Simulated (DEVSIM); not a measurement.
Structure: abrupt Si n-p junction, at 350 K.

```tsv
layer (left to right)	material	thickness (μm)	Nd (cm⁻³)	Na (cm⁻³)	τn (s)	τp (s)
1	Si	0.120	3.5e15	-	3e-5	3e-5
2	Si	85.0	-	2.1e14	3e-5	3e-5
```

Left contact: ohmic. Right contact: ohmic. Voltage is applied to the left contact. Recombination: SRH at mid-gap, Auger. Mobility is constant in doping.

This is a model device: material constants are rounded textbook-type values typed into the input, and sizes, dopings and lifetimes were drawn at random. Values at 300 K; Nc and Nv go as T^1.5, mobilities as T to minus their exponent, the gap by Varshni's rule with the affinity fixed.

```csv
parameter,Si
gap (eV),1.124
affinity (eV),4.05
permittivity,11.7
Nc (cm⁻³),2.86e19
Nv (cm⁻³),3.1e19
μn (cm²/Vs),1417
μp (cm²/Vs),470
T exponent of μn,2.3
T exponent of μp,2.2
Cn (cm⁶/s),2.8e-31
Cp (cm⁶/s),9.9e-32
Varshni α (eV/K),0.000473
Varshni β (K),636
```

DEVSIM, 1D drift-diffusion, Boltzmann statistics, complete ionisation; no tunnelling, impact ionisation, image-force lowering or self-heating.

The temperature was swept, all else fixed.

```
temperature (K)  dark forward voltage at 1 A/cm² (V)  potential step across the device at zero bias (V)  largest field in the device at zero bias (V/cm)
---------------  -----------------------------------  -------------------------------------------------  -----------------------------------------------
250                                            0.807                                              0.697                                             6500
300                                                …                                              0.583                                             6100
350                                            0.712                                              0.466                                             5700
400                                            0.673                                              0.346                                             5300
450                                            0.622                                              0.225                                             4900
500                                            0.344                                              0.126                                             4300
```

**Question.** Some entries are withheld; supply them.

**Answer.** 
- 300, dark forward voltage at 1 A/cm² (V): 0.756
